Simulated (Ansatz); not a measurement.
CsCl-type TiCo

Method: r²SCAN+rVV10 (Ansatz, a quantum-chemistry and plane-wave program, PAW).

Settings: plane-wave cutoff 500 eV, 18×18×18 k mesh, Fermi–Dirac smearing 0.1 eV, no spin polarisation, scalar-relativistic PAW data made under PBE.

Cell: relaxed at this level.

| Property | Result |
|---|---|
| equilibrium volume per atom | 12.75 Å³/atom |
| lattice parameter a | 2.944 Å |

Measured, for comparison: equilibrium volume per atom 13.43 Å³/atom, lattice constant a 2.995 Å (room temperature, not corrected to a static lattice; as tabulated in Yamada et al. (2019), arXiv:1910.09660). Computed (rounded) less measured: equilibrium volume per atom -5.1 %, lattice constant a -1.7 %. A static lattice is as a rule a little smaller and stiffer than an uncorrected measurement, which narrows the difference in the lattice constant a and would widen misses of the other sign.
